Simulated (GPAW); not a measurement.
GPAW run on BaN₂ (P1, 6 atoms in the cell): self-consistent single point.

Level of theory: PBEsol, GPAW PAW datasets PBEsol (made by gpaw-setup) (plane waves; GPAW).

The change in words: atoms moved at random. Reference geometry:
```
CELL_PARAMETERS angstrom
      3.58665    -2.22648     0.00000
      3.58665     2.22648     0.00000
     -1.90633     0.00000     7.06027
ATOMIC_POSITIONS crystal
  Ba 0.20407 0.79593 0.75000
  Ba 0.79593 0.20407 0.25000
  N  0.44393 0.15001 0.54520
  N  0.55607 0.84999 0.45480
  N  0.84999 0.55607 0.95480
  N  0.15001 0.44393 0.04520
```

Reference input (self-consistent single point, DFT PBEsol, plane waves, GPAW PAW datasets PBEsol (made by gpaw-setup)): mode = pw; ecut = 950 eV; xc = PBEsol; kpts = 6 6 3; mesh shift (steps) = 0 0 0; occupations.name = fermi-dirac; occupations.width = 0.1 eV; nbands = -10; symmetry.symmorphic = false; symmetry.tolerance = 0.0005; maxiter = 150. This run's input differs from it in these lines:

```diff
@@ -8,8 +8,8 @@
                     [-1.906328, 0.000000, 7.060265]],
-              scaled_positions=[[0.204070, 0.795930, 0.750000],
-                                [0.795930, 0.204070, 0.250000],
-                                [0.443930, 0.150010, 0.545200],
-                                [0.556070, 0.849990, 0.454800],
-                                [0.849990, 0.556070, 0.954800],
-                                [0.150010, 0.443930, 0.045200]],
+              scaled_positions=[[0.202292, 0.792705, 0.747052],
+                                [0.790884, 0.209826, 0.252500],
+                                [0.459967, 0.130215, 0.547889],
+                                [0.563106, 0.861439, 0.454653],
+                                [0.846116, 0.566106, 0.953469],
+                                [0.137635, 0.439710, 0.044437]],
               pbc=True)
```

The program printed (abridged):

```
     iter     time        total  log10-change:
                         energy   eigst   dens
iter:   1 --:--:--   -43.199965
iter:   2 --:--:--   -43.260334   -0.36  -0.99
iter:   3 --:--:--   -42.737279   -0.86  -1.09
iter:   4 --:--:--   -42.370273   -1.17  -1.21
iter:   5 --:--:--   -42.521386   -1.36  -1.36
iter:   6 --:--:--   -42.310975   -2.05  -1.54
iter:   7 --:--:--   -42.316610   -2.79  -2.09
iter:   8 --:--:--   -42.306341c  -3.37  -2.11
iter:   9 --:--:--   -42.303916c  -3.46  -2.26
iter:  10 --:--:--   -42.303737c  -4.96  -2.79
iter:  11 --:--:--   -42.303746c  -5.07  -2.84
iter:  12 --:--:--   -42.303718c  -6.09  -2.95
iter:  13 --:--:--   -42.303685c  -6.40  -3.01
iter:  14 --:--:--   -42.303633c  -5.59  -3.05
iter:  15 --:--:--   -42.303618c  -5.58  -3.13
iter:  16 --:--:--   -42.303724c  -5.16  -3.38
iter:  17 --:--:--   -42.303652c  -6.07  -3.55
iter:  18 --:--:--   -42.303649c  -7.18  -4.07c
iter:  19 --:--:--   -42.303658c  -7.51c -4.17c
Converged after 19 iterations.

Dipole moment: (-0.814398, 0.364476, -0.307881) |e|*Ang

Energy contributions relative to reference atoms: (reference = -448285.336413)

Kinetic:        +43.534233
Potential:      -39.962736
External:        +0.000000
XC:             -46.197626
Entropy (-ST):   -0.103177
Local:           +0.374059
SIC:             +0.000000
--------------------------
Free energy:    -42.355247
Extrapolated:   -42.303658

Showing only first 2 kpts
 Kpt  Band  Eigenvalues  Occupancy
  0    18      7.47196    1.99924
  0    19      7.52323    1.99873
  0    20      7.76203    1.98628
  0    21      8.68565    0.02782

  1    18      7.60671    1.99708
  1    19      7.67529    1.99421
  1    20      7.81268    1.97733
  1    21      8.19216    1.32472

Fermi level: 8.25954

No gap
   [... lines left out ...]
  0 Ba    0.01185   -0.32917    0.32988
  1 Ba    0.02864    0.23481   -0.40322
  2 N     2.78396    5.47509    3.98245
  3 N    -2.89824   -5.27058   -3.97906
  4 N    -0.62925    0.88921   -0.64071
  5 N     0.70267   -0.99888    0.71224

Stress tensor:
    -0.002346    -0.013806    -0.014462
    -0.013806    -0.028972    -0.024917
    -0.014462    -0.024917    -0.011497
Stress (GPa, Voigt): [-0.3759 -4.6418 -1.8421 -3.9921 -2.317  -2.2119]
```

The run converged in 19 iterations. GPAW prints stress with tension positive. Against the reference run the free energy rises by 53.8 meV/atom and the largest force goes from 0.186 to 7.320 eV/Å.

At such cutoffs GPAW's stress carries a finite-basis (Pulay) error, which enters relaxed cells too; its log prints stress with tension positive.

The starting cell comes from a database of computed structures (which also holds hypothetical and non-ambient phases and stackings), without a prior relaxation at this level. For this run, on top of that: atoms moved at random. Forces in this geometry exceed 1 eV/Å. The run gives no clean gap (levels at the Fermi energy touch, overlap or are partly filled at this smearing), which alone does not show that the compound is a metal.

Cost on one core of a shared machine: roughly 2 min.
